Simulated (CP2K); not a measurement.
## CP2K run on SrNiF6 (R-3m, 8 atoms in the cell): self-consistent single point

Level of theory: PBEsol, GPW, DZVP-MOLOPT-SR-GTH basis, GTH-PBE potentials (GTH_POTENTIALS) run with CP2K 2026.2.

This input was run:

```
&GLOBAL
  PROJECT srnif6
  RUN_TYPE ENERGY_FORCE
  PRINT_LEVEL MEDIUM
&END GLOBAL
&FORCE_EVAL
  METHOD Quickstep
  STRESS_TENSOR ANALYTICAL
  &DFT
    BASIS_SET_FILE_NAME BASIS_MOLOPT
    POTENTIAL_FILE_NAME GTH_POTENTIALS
    &QS
      METHOD GPW
      EPS_DEFAULT 1E-10
    &END QS
    &MGRID
      CUTOFF 600
      REL_CUTOFF 60
      NGRIDS 5
    &END MGRID
    &SCF
      SCF_GUESS ATOMIC
      EPS_SCF 1E-7
      MAX_SCF 100
      ADDED_MOS 12
      &DIAGONALIZATION
        ALGORITHM STANDARD
      &END DIAGONALIZATION
      &MIXING
        METHOD BROYDEN_MIXING
        ALPHA 0.4
        NBUFFER 8
      &END MIXING
    &END SCF
    &KPOINTS
      SCHEME MONKHORST-PACK 5 5 5
    &END KPOINTS
    &XC
      &XC_FUNCTIONAL
        &PBE
          PARAMETRIZATION PBESOL
        &END PBE
      &END XC_FUNCTIONAL
    &END XC
    &PRINT
      &MO
        EIGENVALUES T
        OCCUPATION_NUMBERS T
        NDIGITS 8
        FILENAME mo
        &EACH
          QS_SCF 0
        &END EACH
        ADD_LAST NUMERIC
      &END MO
      &MULLIKEN ON
      &END MULLIKEN
    &END PRINT
  &END DFT
  &SUBSYS
    &CELL
      A 4.75950700 0.00000000 0.00000000
      B -0.78059100 4.69506000 0.00000000
      C -0.78059000 -0.92108400 4.60382400
      PERIODIC XYZ
    &END CELL
    &COORD
      SCALED
      Sr       0.50000000     0.50000000     0.50000000
      Ni       0.00000000     0.00000000     0.00000000
      F        0.72210000     0.72210000     0.06795000
      F        0.27790000     0.27790000     0.93205000
      F        0.06795000     0.72210000     0.72210000
      F        0.93205000     0.27790000     0.27790000
      F        0.72210000     0.06795000     0.72210000
      F        0.27790000     0.93205000     0.27790000
    &END COORD
    &KIND Sr
      BASIS_SET DZVP-MOLOPT-SR-GTH
      POTENTIAL GTH-PBE-q10
    &END KIND
    &KIND Ni
      BASIS_SET DZVP-MOLOPT-SR-GTH
      POTENTIAL GTH-PBE-q18
    &END KIND
    &KIND F
      BASIS_SET DZVP-MOLOPT-SR-GTH
      POTENTIAL GTH-PBE-q7
    &END KIND
  &END SUBSYS
  &PRINT
    &FORCES ON
    &END FORCES
    &STRESS_TENSOR ON
    &END STRESS_TENSOR
  &END PRINT
&END FORCE_EVAL
```

Output, abridged:

```
 GLOBAL| Method name                                                        CP2K
 GLOBAL| Project name                                                     srnif6
 GLOBAL| Run type                                                   ENERGY_FORCE

 CELL| Volume [angstrom^3]:                                           102.877838
 CELL| Vector a [angstrom]:       4.760     0.000     0.000   |a| =     4.759507
 CELL| Vector b [angstrom]:      -0.781     4.695     0.000   |b| =     4.759507
 CELL| Vector c [angstrom]:      -0.781    -0.921     4.604   |c| =     4.759508
 CELL| Angle (b,c), alpha [degree]:                                    99.439521
 CELL| Angle (a,c), beta  [degree]:                                    99.439523
 CELL| Angle (a,b), gamma [degree]:                                    99.439535
 CELL| Numerically orthorhombic:                                              NO
 CELL| Periodicity                                                           XYZ

 DFT| Spin restricted Kohn-Sham (RKS) calculation                            RKS
 DFT| Multiplicity                                                             1
 DFT| Number of spin states                                                    1
 DFT| Charge                                                                   0
 DFT| XC density smoothing                                                  NONE
 DFT| XC derivatives                                                          PW

 QS| Method:                                                                 GPW
 QS| Density plane wave grid type                        NON-SPHERICAL FULLSPACE
 QS| Number of grid levels:                                                    5
 QS| Density cutoff [a.u.]:                                                300.0
 QS| Multi grid cutoff [a.u.]: 1) grid level                               300.0
   [... lines left out ...]
 BRILLOUIN| Wavefunction type                                            COMPLEX
 BRILLOUIN| List of Kpoints [2 Pi/Bohr]                                       63
 BRILLOUIN| Number           Weight            X              Y              Z
 BRILLOUIN|     1           0.01600       -0.40000       -0.40000       -0.40000
 BRILLOUIN|     2           0.01600       -0.40000       -0.40000       -0.20000
 BRILLOUIN|     3           0.01600       -0.40000       -0.40000        0.00000
   [... 60 lines left out ...]
 *******************************************************************************

 Extrapolation method: initial_guess

 Re-scaling the density matrix to get the right number of electrons
                  # Electrons              Trace(P)               Scaling factor
                           70                70.000                        1.000

 Number of electrons:                                                         70
 Number of occupied orbitals:                                                 35
 Number of molecular orbitals:                                                47

 Number of orbital functions:                                                118
 Number of independent orbital functions:                                    118
 SCF WAVEFUNCTION OPTIMIZATION

  Step     Update method      Time    Convergence         Total energy    Change
     1 NoMix/Diag. 0.40E+00      -     1.92712942      -345.1945259520 -3.45E+02
     2 Broy./Diag. 0.40E+00      -     0.76371552      -343.1200095566  2.07E+00
     3 Broy./Diag. 0.40E+00      -     0.56446019      -339.8158749734  3.30E+00
     4 Broy./Diag. 0.40E+00      -     0.09123413      -345.9559945604 -6.14E+00
     5 Broy./Diag. 0.40E+00      -     0.01081725      -345.1700507500  7.86E-01
     6 Broy./Diag. 0.40E+00      -     0.00273316      -345.0032666476  1.67E-01
     7 Broy./Diag. 0.40E+00      -     0.00070819      -344.9831161555  2.02E-02
   [... 3 lines left out ...]
    11 Broy./Diag. 0.40E+00      -     0.00000927      -344.9857483150  3.92E-05
    12 Broy./Diag. 0.40E+00      -     0.00000166      -344.9857011538  4.72E-05
    13 Broy./Diag. 0.40E+00      -     0.00000030      -344.9856987250  2.43E-06
    14 Broy./Diag. 0.40E+00      -     0.00000016      -344.9857013236 -2.60E-06
    15 Broy./Diag. 0.40E+00      -     0.00000004      -344.9857014044 -8.09E-08
  *** SCF run converged in    15 steps ***

  Electronic density on regular grids:        -69.9999999785        0.0000000215
  Core density on regular grids:               69.9999999981       -0.0000000019
  Total charge density on r-space grids:        0.0000000196
  Total charge density g-space grids:           0.0000000196

  Overlap energy of the core charge distribution:               0.00000000000001
  Self energy of the core charge distribution:               -705.78352329107747
  Core Hamiltonian energy:                                    193.38323120478302
  Hartree energy:                                             215.78851822527051
  Exchange-correlation energy:                                -48.37392754341902

  Total energy:                                              -344.98570140444298

                     Mulliken Population Analysis

 #  Atom  Element  Kind  Atomic population                           Net charge
       1     Sr       1          8.497857                              1.502143
       2     Ni       2         17.807705                              0.192295
       3     F        3          7.282406                             -0.282406
       4     F        3          7.282406                             -0.282406
       5     F        3          7.282406                             -0.282406
       6     F        3          7.282406                             -0.282406
       7     F        3          7.282406                             -0.282406
       8     F        3          7.282406                             -0.282406
 # Total charge                             70.000000                  0.000000

 ENERGY| Total FORCE_EVAL ( QS ) energy [hartree]           -344.985701557369737

 FORCES| Atomic forces [hartree/bohr]
 FORCES|   Atom     x               y               z               |f|
 FORCES|      1  4.18212427E-09  4.69447933E-09  5.68958787E-09   8.47936966E-09
 FORCES|      2 -1.37464890E-09 -1.76931074E-09 -2.46052405E-09   3.32780689E-09
 FORCES|      3  4.95848739E-03  5.85094404E-03 -8.16030328E-04   7.71271994E-03
 FORCES|      4 -4.95848798E-03 -5.85094475E-03  8.16029227E-04   7.71272074E-03
 FORCES|      5 -2.73491660E-03  4.57191523E-03  5.57721908E-03   7.71281727E-03
 FORCES|      6  2.73491541E-03 -4.57191563E-03 -5.57721966E-03   7.71281752E-03
 FORCES|      7  4.95853241E-03 -1.94805671E-03  5.57720036E-03   7.71279018E-03
 FORCES|      8 -4.95853322E-03  1.94805513E-03 -5.57720161E-03   7.71279121E-03
 FORCES| Sum     2.17460725E-10  2.38392235E-10  2.88957582E-10
 FORCES| Total atomic force                                       4.33147213E-10

 STRESS| Analytical stress tensor [bar]
 STRESS|                        x                   y                   z
 STRESS|      x       -4.63575565967E+04  -1.22547113960E+03  -1.49510590705E+03
 STRESS|      y       -1.22547113960E+03  -4.67651385389E+04  -1.76426600977E+03
 STRESS|      z       -1.49510590705E+03  -1.76426600977E+03  -4.74711736350E+04
 STRESS| 1/3 Trace                                            -4.68646229235E+04
```

The run converged in 15 iterations.

The starting cell comes from a database of computed structures (which also holds hypothetical and non-ambient phases and stackings), without a prior relaxation at this level. Its lattice was rescaled by a random factor within 2.5 % of one. Values carry the incompleteness of an atom-centred basis. The potentials were made for another functional than the one used. With a pressure of about -5 GPa the cell is away from its equilibrium volume at this level.

Cost on one core of a shared machine: roughly 60 s.
